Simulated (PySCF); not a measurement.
PySCF 2.14.0, M06-L/def2-svpd, df: In(Br)(OMe)(NH2) (C[O][In]([NH2])[Br]), 10 atoms. The geometry is a generated start, not checked to be a minimum at this level.

| Item | Value |
|---|---|
| task | energy and gradient |
| method | m06-l |
| basis | def2-svpd |
| two-electron scheme | density fitting |
| mol.max_memory | 7000 MB |
| mf.init_guess | minao (default) |
| mf.DIIS | CDIIS (default) |
| mf.diis_space | 8 (default) |
| mf.conv_tol | 1e-09 (default) |
| effective core potentials | those of the basis set, past Kr |
| basis functions (reference run) | 176 |
| grid points (reference run) | 825848 |

```xyz
10

In    -0.9926     0.3185     0.7866
Br    -3.3253     0.2341     1.5639
O     -0.7736    -0.6517    -0.9372
C      0.4395    -0.9850    -1.5547
H      0.7192    -2.0152    -1.3151
H      0.2934    -0.8967    -2.6364
H      1.2656    -0.3232    -1.2662
N      0.6263     1.0767     1.8245
H      0.3719     1.9081     2.3464
H      1.3756     1.3343     1.1879
```
Charge 0, spin multiplicity 1.

Differences are taken against the run with mf.grids.level = 8; no run here is proven converged. Each setting ran once; only counts and results are compared.

Measured:

```
setting                       grid points  energy against the reference  difference in forces (largest component)
----------------------------  -----------  ----------------------------  ----------------------------------------
the reference                      825848                             —                                         —
mf.grids.level = 6                 491304              +0.0034 meV/atom                                 1.4 meV/Å
mf.grids.level = 5                 337832               −0.010 meV/atom                                 2.6 meV/Å
mf.grids.level = 4                 225600              +0.0078 meV/atom                                 3.4 meV/Å
mf.grids.level = 3 (default)       133440               −0.082 meV/atom                                  11 meV/Å
mf.grids.level = 2                  87392               −0.018 meV/atom                                  13 meV/Å
mf.grids.level = 0                  11592                 −330 meV/atom                                1600 meV/Å
```

Problem. Estimate the difference from the reference for mf.grids.level = 1.

Solution. grid points: 43264; energy against the reference: +7.2 meV/atom; difference in forces (largest component): 230 meV/Å. Total energies are compared; such shifts often cancel in part in energy differences. The gradients leave out the derivatives of the grid weights.
